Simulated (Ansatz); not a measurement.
TiAl, response to strain

Take TiAl (space group P4/mmm, No. 123; a = 2.796 Å, c = 4.038 Å; relaxed with 0.1 eV smearing) as the base. Axes: x, y, z lie along a, b, c of the conventional cell.

Strains are applied to the cell and any free atomic positions relax.

Calculations: Ansatz (a program for electronic structure), PBEsol, PAW, cutoff 420 eV, spin-orbit coupling left out.

Candidates:
(a) uniaxial strain ε_xx = +0.50 %
(b) uniaxial strain ε_xx = −2.00 %
(c) uniaxial strain ε_xx = +2.50 %
(d) uniaxial strain ε_xx = −1.50 %
(e) uniaxial strain ε_xx = −2.50 %

Notes on the quantities. energy relative to the base: free energy F.

Order them by energy relative to the base, highest first.

(e) uniaxial strain ε_xx = −2.50 % (+6.7 meV/atom), (c) uniaxial strain ε_xx = +2.50 % (+6.0 meV/atom), (b) uniaxial strain ε_xx = −2.00 % (+4.3 meV/atom), (d) uniaxial strain ε_xx = −1.50 % (+2.4 meV/atom), (a) uniaxial strain ε_xx = +0.50 % (+0.2 meV/atom)

No phonon test of stability was made. The final runs are not spin-polarised.
